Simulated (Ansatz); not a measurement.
SiC (F-43m), r2SCAN, rigid bands (Ansatz, a quantum-chemistry and plane-wave program): Condition of this run: functional r2SCAN on the same cell. band gap 1.71 eV, N_c = 1.40e19 cm⁻³ and N_v = 1.51e20 cm⁻³ at 300 K, conductivity masses of 0.296 mₑ (electrons) and 0.664 mₑ (holes). Take k_BT = 0.02585 eV.

### Question
Find the intrinsic carrier density and the intrinsic Fermi level.

### Answer
n_i = √(N_c N_v) exp(−E_g/2k_BT) = 4.60e19 × exp(−33.07) = 2.0e5 cm⁻³. The level lies (k_BT/2) ln(N_v/N_c) = 31 meV from mid-gap (positive towards the conduction band). Each 0.1 eV added to the gap lowers n_i by a factor of 6.9.

### Question
A film of it is 5 nm thick. Estimate the confinement energies in an infinite well.

### Answer
ħ²π²/(2m t²) = 0.376 eV·nm²/(m/mₑ × t²) gives 50.8 meV for electrons and 22.7 meV for holes, so the gap would widen to about 1.78 eV. Finite barriers and nonparabolic bands lower this, and with several valleys or bands the heaviest mass along the normal sets the lowest level, not this average.

### Question
What built-in voltage has an abrupt junction with N_A = 1e16 and N_D = 1e17 cm⁻³, all dopants ionised?

### Answer
V_bi = E_g/e − (k_BT/e) ln(N_c N_v/(N_A N_D)) = 1.71 − 0.02585 × 14.56 = 1.33 V. It follows the computed gap one for one.

Rigid, parabolic bands with the computed gap; masses take one relaxation time for all states. Spin-orbit coupling is left out; where it splits the top of the valence band, N_v and the p-type Seebeck coefficient come out somewhat high without it. Geometry: cell and atoms relaxed with PBEsol.
